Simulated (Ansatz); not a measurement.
Input and output of a self-consistent single point for VFe3 (I4mm, 4 atoms in the cell) (Ansatz, a program for electronic structure).

Computed with LDA (PW92), default PAW files made with PBE (plane waves; Ansatz).

The change in words: lattice scaled by 0.98; basis.ecutwfc: 420 eV → 250 eV. Reference geometry:
```xyz
4
Lattice="-2.0335 2.0335 2.8826 2.0335 -2.0335 2.8826 2.0335 2.0335 -2.8826" Properties=species:S:1:pos:R:3 pbc="T T T"
V      0.0000     0.0000     2.9326
Fe     0.0000     2.0335     1.4413
Fe     2.0335     0.0000     1.4413
Fe     0.0000     0.0000     0.0000
```
Moments meant for the start (each program seeds them in its own way; μB, in the order of the atoms V Fe Fe Fe): 2.0 4.0 4.0 4.0.

Reference input (self-consistent single point, DFT, LDA (PW92), plane waves, default PAW files made with PBE): basis.ecutwfc = 420 eV; kpoints.mp_grid.grid = 5 5 5; hamiltonian.xc = lda; hamiltonian.pseudopotentials = {kind: paw} (the program's default PAW files); magnetization.spin_polarized = true; scf.occupations.method = gaussian; scf.occupations.width = 0.1 eV. This run's input differs from it in these lines:

Ansatz 0.2 input:
```diff
@@ -3,5 +3,5 @@
   lattice:
-    - [-2.033457, 2.033457, 2.882644]
-    - [2.033457, -2.033457, 2.882644]
-    - [2.033457, 2.033457, -2.882644]
+    - [-1.992788, 1.992788, 2.824991]
+    - [1.992788, -1.992788, 2.824991]
+    - [1.992788, 1.992788, -2.824991]
   atoms:
@@ -12,3 +12,3 @@
 basis:
-  ecutwfc: 420.0
+  ecutwfc: 250.0
 kpoints:
```

Output (repeated stretches shortened):

```
SCF iter   1: F=—  HF=-16115.986570 eV  |F-HF|=—  |Δ(HF+E_count)|=         —  Δρ=3.00e-1 (↑3.00e-1 ↓1.47e-1)  dr2=9.45e0  dr2_m=1.93e1  M=5.220 μB ∫|m|=5.721 μB  β_m=0.30  ethr=3.10e-3  ⟨swp⟩=5.2  Hψ=4930  notcnv=0  defer=7
Mixer restart at iter 1: flushing history
all-band conjugate gradients solve this SCF's bands
preconditioner: auto → Kerker (q_TF=auto, 2.872 Å⁻¹)
   [... lines left out ...]
SCF iter  13: F=—  HF=-16110.220853 eV  |F-HF|=—  |Δ(HF+E_count)|=   2.69e-9  Δρ=3.69e-6 (↑1.40e-6 ↓3.69e-6)  dr2=7.61e-9  dr2_m=1.46e-9  M=4.956 μB ∫|m|=6.594 μB  β_m=0.97  ethr=2.71e-11  ⟨swp⟩=2.0  Hψ=2504  notcnv=0  defer=176
SCF iter  14: F=-16110.220853 eV  HF=-16110.220853 eV  |F-HF|=7.42e-8  |Δ(HF+E_count)|=   4.10e-9  Δρ=9.88e-6 (↑3.19e-6 ↓9.88e-6)  dr2=8.04e-8  dr2_m=4.74e-9  M=4.956 μB ∫|m|=6.594 μB  ethr=1.25e-11  ⟨swp⟩=6.0  Hψ=5221  notcnv=0
SCF 1 converged in 14 iterations: F = -16110.220853 eV  dr2 = 8.04e-8
WARN: the starting moments were not kept: 1 of 4 ended reversed and 3 kept their direction, counting a site from 0.1 μB …
Magnetization: 4.9563 μB (32.9781 up, 28.0219 down)
   [... lines left out ...]
Absolute magnetization: 6.5941 μB (∫|ρ↑−ρ↓|, with the PAW one-centre terms)
Free energy (F): -16110.220853 eV
Fermi energy:    19.013863 eV
   [... lines left out ...]
  atom   4  Fe     0.00000000    -0.00000000     0.22503193
--- Stress (GPa, compression-positive) ---
       -4.210758       0.000000      -0.000000
        0.000000      -4.210758       0.000000
       -0.000000       0.000000      -4.192135
  P = ⅓ Tr σ = -4.2046 GPa (-42.046 kbar)
  The stress holds the Pulay correction. Without it, at fixed plane waves, as pw.x and ABINIT print it: P = -222.3836 GPa
```

The run converged in 14 iterations. Against the reference run the free energy rises by 2.59 eV/atom, the pressure goes from -21.16 to -4.20 GPa, the largest force goes from 0.297 to 0.327 eV/Å and the size of the net moment hardly changes (1.25 to 1.24 μB/atom).

The starting cell comes from a database of computed structures (which also holds hypothetical and non-ambient phases and stackings), without a prior relaxation at this level. Its lattice was rescaled by up to half a per cent. One atom was moved a little off its site on purpose. For this run, on top of that: lattice scaled by 0.98. The magnetic order is the one reached from the typed start; others were not searched systematically. The program warned that a starting moment was not kept. Ansatz's pressure includes its estimate of the finite-basis (Pulay) stress. Without the estimate this run gives -222.38 GPa. The cutoff lies below the one recommended for these files.
